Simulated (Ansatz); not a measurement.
Lu (P6_3/mmc): resistivity and electron-phonon coupling

```yaml
crystal:
  lattice:
    - [3.50494, 0.00000, 0.00000]
    - [-1.75247, 3.03537, 0.00000]
    - [0.00000, 0.00000, 5.46051]
  atoms:
    - { symbol: Lu, position: [0.33333, 0.66667, 0.25000] }
    - { symbol: Lu, position: [0.66667, 0.33333, 0.75000] }
```

Computed with PBE, DFPT electron-phonon coupling, linearised Boltzmann equation (plane waves, PAW, scalar-relativistic; Ansatz, a quantum-chemistry and plane-wave program). Condition of this run: functional PBE, cell relaxed with it. Geometry: relaxed with this functional, without spin-orbit coupling.

The resistivity at 300 K is 57 (x), 57 (y), 26 (z) μΩ·cm and the resistivity at 77 K is 12.2 (x), 12.2 (y), 5.5 (z) μΩ·cm. The electron mean free path at 300 K (weighted by the current that each state carries) is 2.8 (x), 2.8 (y), 2.6 (z) nm, the resistivity times mean free path for one path shared by all states (from the Fermi surface's area) is 14.5 (x), 14.5 (y), 6.1 (z) ×10⁻¹⁶ Ω·m² and the electron-phonon coupling λ is 0.52. The transport coupling λ_tr is 0.58 and the logarithmic mean phonon energy is 8.7 meV. The density of states at the Fermi level comes out as 1.66 states/(eV·spin·cell) and the drude plasma energy comes out as 3.5 (x), 3.5 (y), 5.1 (z) eV. The Tc for μ* = 0.10 (anisotropic Eliashberg) is 1.51 K. The Tc for μ* = 0.13 (anisotropic Eliashberg) is below 1 K.

A metal at this level (no band gap). Only scattering by harmonic phonons is included (no impurities, grain boundaries, electron-electron scattering or thermal expansion). Spin-orbit coupling is left out, which matters with elements this heavy. The run warned that the eigensolver left some states short of its tolerance. Halving the electron mesh (28x28x16) moves the resistivity by up to 5 % at 300 K, the mean free path by up to 5 %, the coupling by up to 2 %. Smearing 0.20 eV; phonons on a 5x5x3 q mesh, which this run doesn't test and which matters most at low temperature. Tc comes from the anisotropic Migdal-Eliashberg equations with μ*, a chosen number, referred to 9.4 meV.
